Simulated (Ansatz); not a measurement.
```
TiSi2
1.0
    1.67132    -6.58067     0.03619
    1.91294     6.64429    -0.07995
   -0.04428    -0.03095     3.54990
Si Ti
4 2
Cartesian
  1.65687  -5.79759   2.69598
  1.88311   5.83026   0.81016
  1.82258   3.31464   2.61210
  1.71739  -3.28197   0.89405
  1.73553  -1.33721   2.65531
  1.80444   1.36988   0.85084
```

No spin polarisation.

A single point on TiSi2 with a change (strain tensor (xx, yy, zz, yz, xz, xy) = (+1.98, −0.93, −0.20, −0.87, −1.25, +1.81) %), its geometry relaxed with PBEsol.

Computed with r2SCAN (Ansatz, a quantum-chemistry and plane-wave program; PAW; 500 eV plane waves; spin-orbit coupling left out), earlier PAW set. Settings: 14×14×13 k-points, 0.05 eV Fermi–Dirac smearing.

Question: Predict the band gap and pressure.

Answer: 
```json
{
  "band_gap": "zero",
  "pressure": "0.9 GPa"
}
```

Single points use the geometry relaxed with PBEsol. Stability against distortions was not tested. All final runs are without spin polarisation. The cell was made from TiSi2 (space group Cmcm, No. 63) by this change: strain tensor (xx, yy, zz, yz, xz, xy) = (+1.98, −0.93, −0.20, −0.87, −1.25, +1.81) %.
